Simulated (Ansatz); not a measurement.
**MnO: pressure 1.5 GPa**

Start from MnO in the rock salt structure (space group Fm-3m, No. 225; a = 4.3351 Å; ferromagnetic).

Perturbation: a hydrostatic pressure of 1.5 GPa.

All numbers come from PBEsol (Ansatz, a first-principles code), no spin-orbit coupling. k-mesh 18×18×18 (Γ-centred); smearing 0.05 eV (Fermi–Dirac).

```tsv
quantity	base	changed	shift
volume per atom	10.18 Å³	10.05 Å³	-0.139 Å³
density	5.78 g/cm³	5.86 g/cm³	+0.08 g/cm³
lattice parameter a	4.335 Å	4.315 Å	-0.020 Å
enthalpy H = E + PV relative to the base's energy	–	+0.09 eV/atom	–
band gap	zero	zero	–
magnetic state	ferromagnetic	ferromagnetic	–
largest site moment	3.80 μB	3.76 μB	-0.04 μB
```

Load acts through the strain it causes; cell and atoms are relaxed under it. No phonon test of stability was made. No Hubbard U is applied and the magnetic state is the run's own (MnO ferromagnetic); other magnetic orders, which need larger cells, were not tried and can change the gap. In its common phase, real MnO is an antiferromagnetic insulator at low temperature.
